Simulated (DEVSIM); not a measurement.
Device: GaN p-n junction from an implanted or diffused profile, at 350 K.

```
layer (left to right)  material  thickness (μm)  Nd (cm⁻³)  τn (s)  τp (s)
---------------------  --------  --------------  ---------  ------  ------
1                           GaN            51.0       2e14  1.4e-8  1.4e-8
```

Added acceptor profile: 3e17 cm⁻³ × exp(−(x − 0.067 μm)²/(2·(0.13 μm)²)). Left contact: ohmic. Right contact: ohmic. Voltage is applied to the left contact. Recombination: SRH at mid-gap. Mobility is μmin + (μ − μmin)/(1 + (N/Nref)^α).

The device is made up for the run: typed textbook-type constants, with dimensions and the other settings drawn at random. Values at 300 K; Nc and Nv go as T^1.5, mobilities as T to minus their exponent, the gap by Varshni's rule with the affinity fixed. The table also holds parameters that only a changed run uses.

```tsv
parameter	GaN
gap (eV)	3.43
affinity (eV)	4.1
permittivity	9.5
Nc (cm⁻³)	2.3e18
Nv (cm⁻³)	4.6e19
μn (cm²/Vs)	1200
μp (cm²/Vs)	100
μn,min	55
μp,min	3
Nref,n	2e17
Nref,p	3e17
αn	1
αp	2
T exponent of μn	1.5
T exponent of μp	2
Cn (cm⁶/s)	1e-30
Cp (cm⁶/s)	1e-30
Varshni α (eV/K)	0.00091
Varshni β (K)	830
```

DEVSIM, 1D drift-diffusion, Boltzmann statistics, complete ionisation; no tunnelling, impact ionisation, image-force lowering or self-heating.

Base results: dark forward voltage at 1 A/cm² (V) 2.949; potential step across the device at zero bias (V) 2.956.

What follows from this one change: peak of the profile 3e+17 → 3e+16 cm^-3?

dark forward voltage at 1 A/cm² 2.949 → 2.921 V; potential step across the device at zero bias 2.956 → 2.887 V.

What follows from this one change: thickness of layer 1 51 → 260 μm?

dark forward voltage at 1 A/cm² 2.949 → 3.634 V; potential step across the device at zero bias little changed (2.956 V).

What follows from this one change: temperature 350 → 250 K?

dark forward voltage at 1 A/cm² 2.949 → 3.122 V; potential step across the device at zero bias 2.956 → 3.149 V.
